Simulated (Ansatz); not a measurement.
The reference is Ga (space group Fmmm, No. 69; a = 2.8251 Å, b = 4.9929 Å, c = 10.3211 Å; a hypothetical phase, not in the database extracts checked; relaxed with 0.1 eV smearing). Axes: x, y, z lie along a, b, c of the conventional cell.

Calculations: plane-wave PAW DFT at the PBE-D3(BJ) level (Ansatz, an electronic-structure program, 420 eV), without spin-orbit coupling.

Modification: the cell is compressed by 2.79 % along x with no lateral relaxation; the atoms relax in the strained cell.

Q: Predict the stress tensor and what it implies for the stiffness.

A: Stress of the strained cell less that of the base (GPa, compression positive):
```
    2.4     0.0     0.0
    0.0     1.6     0.0
    0.0     0.0     1.0
```

Then −Δσ_ii/ε with ε = -0.0279 gives secant stiffness values (nonlinear terms included at this strain): C11 ≈ 86 GPa, C12 ≈ 56 GPa and C13 ≈ 36 GPa.

No phonon test of stability was made.
